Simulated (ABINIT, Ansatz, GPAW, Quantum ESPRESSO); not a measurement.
# One structure in several programs: FeGe (P2_13, 8 atoms in the cell)

Self-consistent single point.

```
FeGe
1.0
    4.72194     0.00000     0.00000
    0.00000     4.72194     0.00000
    0.00000     0.00000     4.72194
Fe Ge
4 4
Direct
  0.13476   0.13476   0.13476
  0.36524   0.86524   0.63476
  0.63476   0.36524   0.86524
  0.86524   0.63476   0.36524
  0.84497   0.84497   0.84497
  0.65503   0.15503   0.34497
  0.34497   0.65503   0.15503
  0.15503   0.34497   0.65503
```
Moments meant for the start (each program seeds them in its own way; μB, in the order of the atoms Fe Fe Fe Fe Ge Ge Ge Ge): 4.0 4.0 4.0 4.0 0.0 0.0 0.0 0.0.

All programs got the same cell, k-point mesh and kind of occupations, and the same starting moments (in Ansatz's words: kpoints.mp_grid.grid = 3 3 3; magnetization.spin_polarized = true; scf.occupations.method = fermi_dirac; scf.occupations.width = 0.1 eV); potentials, basis and cutoffs are each program's usual ones.

```tsv
code	model	pressure (GPa)	largest force (eV/Å)	size of the net moment (μB/atom)	cutoff
Ansatz	PBE, default PAW files	-5.41	0.333	0.57	default
ABINIT	PBE, norm-conserving pseudopotentials (PseudoDojo nc-sr-05 PBE standard)	-4.22	0.294	0.63	90 Ry
GPAW	PBE, GPAW PAW datasets PBE (gpaw-data 1.0.1)	-4.82	0.333	0.57	800 eV
Quantum ESPRESSO	PBE, PSlibrary PAW (PBE) pseudopotentials	-4.16	0.337	0.57	55 Ry
```

Size of the force on each atom (eV/Å): Sizes of forces hide their directions.

| code | Fe1 | Fe2 | Fe3 | Fe4 | Ge5 | Ge6 | Ge7 | Ge8 |
|---|---|---|---|---|---|---|---|---|
| Ansatz | 0.066 | 0.066 | 0.066 | 0.066 | 0.333 | 0.333 | 0.333 | 0.333 |
| ABINIT | 0.029 | 0.029 | 0.029 | 0.029 | 0.294 | 0.294 | 0.294 | 0.294 |
| GPAW | 0.031 | 0.031 | 0.031 | 0.031 | 0.333 | 0.333 | 0.333 | 0.333 |
| Quantum ESPRESSO | 0.014 | 0.014 | 0.014 | 0.014 | 0.337 | 0.337 | 0.337 | 0.337 |

The spread over the programs that give each value: pressure within 1.25 GPa; largest force within 0.043 eV/Å; size of the net moment within 0.06 μB/atom.

The starting cell comes from a database of computed structures (which also holds hypothetical and non-ambient phases and stackings), without a prior relaxation at this level. Its lattice was rescaled by a random factor within 2.5 % of one. On Ansatz's run: The magnetic order is the one reached from the typed start; others were not searched systematically. In the base run, with a pressure of about -5 GPa the cell is away from its equilibrium volume at this level. Without a gap this mesh is coarse (it stands for a supercell whose shortest vector is 14 Å).

### Question
Why do the programs differ, and what cannot be compared?

### Answer
Differences of this kind can come from the potentials, where these differ, and from what each basis and cutoff leave unconverged. The valence holds different numbers of electrons (Ansatz (a first-principles code) 120, ABINIT 120, GPAW 48, Quantum ESPRESSO 48). The zero of total energies and Fermi levels follows the potentials and each program's conventions, so they are not compared here. Ansatz's pressure is given at a fixed set of plane waves, as the other plane-wave codes print theirs; with its correction for the finite basis it is -5.35 GPa. Site moments depend on each program's spheres or projections; the total moment of the cell does not.

The shared mesh is coarse (it stands for a supercell whose shortest vector is 14 Å), so the values are not converged in it.

Left out of this page: CP2K (failed or unconverged); Elk (stopped by limits of time or memory).

Keys are those of Ansatz 0.2.
